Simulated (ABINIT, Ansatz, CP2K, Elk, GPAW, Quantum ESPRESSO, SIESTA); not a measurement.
**Code comparison for BaHfO3 (Pm-3m, 5 atoms in the cell)**

Self-consistent single point.

```yaml
crystal:
  lattice:
    - [4.12246, 0.00000, 0.00000]
    - [0.00000, 4.12246, 0.00000]
    - [0.00000, 0.00000, 4.12246]
  atoms:
    - { symbol: Ba, position: [0.00000, 0.00000, 0.00000] }
    - { symbol: Hf, position: [0.50000, 0.50000, 0.50000] }
    - { symbol: O, position: [0.50000, 0.00000, 0.50000] }
    - { symbol: O, position: [0.00000, 0.50000, 0.50000] }
    - { symbol: O, position: [0.50000, 0.50000, 0.00000] }
```

Shared settings, as Ansatz (a quantum-chemistry and plane-wave program) writes them: kpoints.mp_grid.grid = 6 6 6; scf.occupations.method = fermi_dirac; scf.occupations.width = 0.02 eV. Potentials and cutoffs stand in the table.

```json
[
 {"code": "Elk", "model": "PBEsol, all-electron FP-LAPW, Elk's shipped species files, default APW+lo basis", "pressure (GPa)": "–", "gap on the mesh (eV)": "3.567", "cutoff": "rgkmax 7"},
 {"code": "ABINIT", "model": "PBEsol, PAW (JTH v2.0 PBE PAW, files made for PBE)", "pressure (GPa)": "4.15", "gap on the mesh (eV)": "3.552", "cutoff": "24 Ha"},
 {"code": "Quantum ESPRESSO", "model": "PBEsol, PSlibrary PAW (PBE) pseudopotentials", "pressure (GPa)": "0.42", "gap on the mesh (eV)": "3.623", "cutoff": "55 Ry"},
 {"code": "Ansatz", "model": "PBEsol, default PAW files made with PBE", "pressure (GPa)": "3.97", "gap on the mesh (eV)": "3.630", "cutoff": "420 eV"},
 {"code": "GPAW", "model": "PBEsol, GPAW PAW datasets PBEsol (made by gpaw-setup)", "pressure (GPa)": "–", "gap on the mesh (eV)": "3.550", "cutoff": "900 eV"},
 {"code": "CP2K", "model": "PBEsol, GPW, DZVP-MOLOPT-SR-GTH basis, GTH-PBE potentials (GTH_POTENTIALS)", "pressure (GPa)": "3.19", "gap on the mesh (eV)": "3.544", "cutoff": "grid 500 Ry"},
 {"code": "SIESTA", "model": "GGA PBEsol, numerical atomic orbitals DZP, PseudoDojo PBEsol standard norm-conserving potentials (rewritten from UPF to PSML)", "pressure (GPa)": "4.88", "gap on the mesh (eV)": "3.595", "cutoff": "grid 400 Ry"}
]
```

A dash marks a value that a program does not give, or that is left out as unsure.

Gaps are read on the mesh.

On Ansatz's run: spin-orbit coupling is off.

The spread over the programs that give each value: pressure within 4.46 GPa; gap on the mesh within 0.086 eV.

CP2K and SIESTA use small atom-centred bases, whose incompleteness enters pressures, forces and empty levels differently from a plane-wave cutoff. Elk treats all electrons, but the usual bases taken here (sphere radii, linearisation, local orbitals, empty states) were not tested for convergence, so the values are no reference for the others. Ansatz's pressure is given at a fixed set of plane waves, as the other plane-wave codes print theirs; with its correction for the finite basis it is 4.55 GPa (the shift of 0.58 GPa shows how far the cutoff is from converged). The pressure of GPAW is left out: its cutoff lies under the one at which its stress was checked. In the pressure, Quantum ESPRESSO (by 3.55) lies more than 1 GPa from the median of the plane-wave programs.

The starting cell has typed, rounded lattice constants, without a prior relaxation at this level. Its lattice was rescaled by a random factor within 2.5 % of one.

Keys are those of Ansatz 0.2.
